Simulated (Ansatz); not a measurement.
## Worked example: self-consistent single point of PbBrF (P4mm, 6 atoms in the cell) in Ansatz

Level of theory: PBEsol, default PAW files made with PBE (plane waves; Ansatz, an electronic-structure program).

Input as run:

Ansatz 0.2 input:
```yaml
# PbBrF
crystal:
  lattice:
    - [4.197615, 0.000000, 0.000000]
    - [0.000000, 4.197615, 0.000000]
    - [0.000000, 0.000000, 7.685327]
  atoms:
    - { symbol: Pb, position: [0.000000, 0.500000, 0.815906] }
    - { symbol: Pb, position: [0.500000, 0.000000, 0.190600] }
    - { symbol: Br, position: [0.500000, 0.000000, 0.652730] }
    - { symbol: Br, position: [0.000000, 0.500000, 0.347270] }
    - { symbol: F, position: [0.500000, 0.500000, 0.000000] }
    - { symbol: F, position: [0.000000, 0.000000, 0.000000] }
basis:
  ecutwfc: 420.0
kpoints:
  mp_grid: { grid: [6, 6, 4] }
hamiltonian:
  xc: pbesol
  pseudopotentials: { kind: paw }
scf:
  occupations: { method: fermi_dirac, width: 0.05 }
output:
  forces: true
  eigenvalues: true
  stress: true
```

The program printed (abridged):

```
WARN ansatz: RAYON_NUM_THREADS=1 ignored (pool sized by the plan → 1); use --threads N
Pseudopotentials: kind: paw
Pseudopotential: Pb, paw, valence charge 14
Pseudopotential: Br, paw, valence charge 7
Pseudopotential: F, paw, valence charge 7
Crystal: 6 atoms, lattice volume = 135.415 Å³
Basis set: ecut = 420 eV, 2637 PW (Γ), exchange–correlation on 60×60×108 points (8 copies of the dense FFT grid, shifted against one another)
Bands: 34, of which v1, the nominal top of the filled ones, is band 28 counted from 1 (27 counted from 0)
Symmetry: 8 space group operations
Space group: P4mm (ITA 99), of the structure as read, at distance tolerance 5.1e-5 Å
k-points: 30 of 144 (time reversal used)
PAW frozen core: Pb, regenerated for the run's functional, and the local potential with it
PAW frozen core: Br, regenerated for the run's functional, and the local potential with it
PAW frozen core: F, regenerated for the run's functional, and the local potential with it
Initial density: superposition of atomic densities (neutral atoms: chi_scale 0, normalization atom), corrected by the library's trained network
Initial wavefunctions: pseudopotential atomic-orbital guess
Eigensolver: davidson
Functional: x = pbesol(κ = 0.804, μ = 0.12345679012345678), c = pbesol(β = 0.046)
SCF iter   1: F=—  HF=-30587.998942 eV  |F-HF|=—  |Δ(HF+E_count)|=         —  Δρ=9.77e-3  dr2=9.67e-2  ethr=1.77e-3  ⟨swp⟩=7.5  Hψ=4567  notcnv=0
all-band conjugate gradients solve this SCF's bands
preconditioner: auto → Resta (q_TF=auto, 2.355 Å⁻¹)
SCF iter   2: F=—  HF=-30587.977408 eV  |F-HF|=—  |Δ(HF+E_count)|=   2.15e-2  Δρ=2.43e-3  dr2=9.83e-3  ethr=1.73e-4  ⟨swp⟩=2.0  Hψ=1807  notcnv=0  defer=52
SCF iter   3: F=—  HF=-30587.975536 eV  |F-HF|=—  |Δ(HF+E_count)|=   1.87e-3  Δρ=7.47e-4  dr2=9.75e-4  ethr=1.76e-5  ⟨swp⟩=2.7  Hψ=1798  notcnv=0  defer=52
SCF iter   4: F=—  HF=-30587.975453 eV  |F-HF|=—  |Δ(HF+E_count)|=   8.28e-5  Δρ=1.36e-4  dr2=1.66e-5  ethr=1.74e-6  ⟨swp⟩=2.0  Hψ=1350  notcnv=0  defer=52
SCF iter   5: F=—  HF=-30587.975333 eV  |F-HF|=—  |Δ(HF+E_count)|=   1.20e-4  Δρ=2.88e-5  dr2=1.06e-6  ethr=2.96e-8  ⟨swp⟩=2.8  Hψ=2015  notcnv=0  defer=52
SCF iter   6: F=-30587.975334 eV  HF=-30587.975334 eV  |F-HF|=5.58e-8  |Δ(HF+E_count)|=   1.19e-6  Δρ=6.14e-6  dr2=5.92e-8  ethr=1.79e-10  ⟨swp⟩=10.2  Hψ=5565  notcnv=0
SCF 1 converged in 6 iterations: F = -30587.975334 eV  dr2 = 5.92e-8
SCF converged after 6 iterations
Free energy (F): -30587.975334 eV
Harris-Foulkes:  -30587.975334 eV  (|F-HF|=5.58e-8)
Internal energy: -30587.975334 eV  (E = F + TS)
E sigma→0 (E₀):  -30587.975334 eV
Fermi energy:    6.878527 eV
--- Per-component energies (eV) ---
  E_band       = -218.481454
  E_kinetic    = 1248.325262
  E_local      = -4549.172137  (includes V_loc(G=0)·N_el)
  E_nonlocal   = 993.063912
  E_hartree    = 1788.784521
  E_xc         = -1118.970861
  E_vxc        = -676.211526  (∫ρ·V_xc dr)
  E_paw        = -25296.404881  (= ΣΔE_a)
  E_vpaw       = -812.060753  (= ΣTr[D̂ρ^β])
  E_aug_tail   = 0.004101  (compensation charges beyond the density's cutoff)
  E_ewald      = -3653.998910
  E_core_change = 0.393659  (= ΣΔE_core)
  E_smearing   = -0.000000  (= −TS)
  E_closure    = 0.000000  (closes the sum)
  Σ components = -30587.975334   (vs F -30587.975334, Δ=0.00e0)
--- Forces (eV/Å), atoms counted from 1 ---
  atom   1  Pb     0.00000000     0.00000000    -0.19227328
  atom   2  Pb    -0.00000000     0.00000000     0.09366526
  atom   3  Br     0.00000000     0.00000000     0.01631263
  atom   4  Br    -0.00000000     0.00000000    -0.03702836
  atom   5  F      0.00000000     0.00000000     0.05966492
  atom   6  F     -0.00000000     0.00000000     0.05966492
  max |Σ_I F_I| component: 6.07e-6 eV/Å
--- Stress (GPa, compression-positive) ---
       -1.757091       0.000000       0.000000
        0.000000      -1.757091       0.000000
        0.000000       0.000000      -1.052938
  P = ⅓ Tr σ = -1.5224 GPa (-15.224 kbar)
  The stress holds the Pulay correction. Without it, at fixed plane waves, as pw.x and ABINIT print it: P = -1.7293 GPa
--- Band table (eV; the first three rows and the last of 30) ---
  k-point 0: bands = ["-16.4494", "-16.0752", "-9.9716", "-9.9534", "-9.9534", "-9.9409", "-9.8996", "-9.8955", "-9.8724", "-9.8724", "-9.8269", "-9.7816", "-7.8966", "-7.4557", "-1.4995", "-0.2799", "1.2043", "1.2043", "2.3683", "2.6032", "2.6032", [...]
  k-point 1: bands = ["-16.4494", "-16.0751", "-9.9695", "-9.9531", "-9.9531", "-9.9410", "-9.8996", "-9.8966", "-9.8727", "-9.8727", "-9.8269", "-9.7815", "-7.9057", "-7.4492", "-1.4164", "-0.4161", "1.2125", "1.2125", "2.3688", "2.6023", "2.6023", [...]
  k-point 2: bands = ["-16.4493", "-16.0751", "-9.9674", "-9.9527", "-9.9527", "-9.9410", "-9.8996", "-9.8978", "-9.8731", "-9.8731", "-9.8269", "-9.7814", "-7.9146", "-7.4430", "-1.3074", "-0.5752", "1.2208", "1.2208", "2.3686", "2.6013", "2.6013", [...]
  k-point 29: bands = ["-16.2447", "-16.2447", "-9.9903", "-9.9333", "-9.9072", "-9.9072", "-9.9068", "-9.8853", "-9.8615", "-9.8190", "-9.8026", "-9.8026", "-7.3533", "-7.2751", "-1.6574", "-1.6031", "1.2236", "1.2236", "2.5924", "2.7180", [...]
```

The run converged in 6 iterations.

The starting cell comes from a database of computed structures (which also holds hypothetical and non-ambient phases and stackings), without a prior relaxation at this level. Its lattice was rescaled by up to half a per cent. One atom was moved a little off its site on purpose. Spin-orbit coupling is off. Ansatz's pressure includes its estimate of the finite-basis (Pulay) stress.
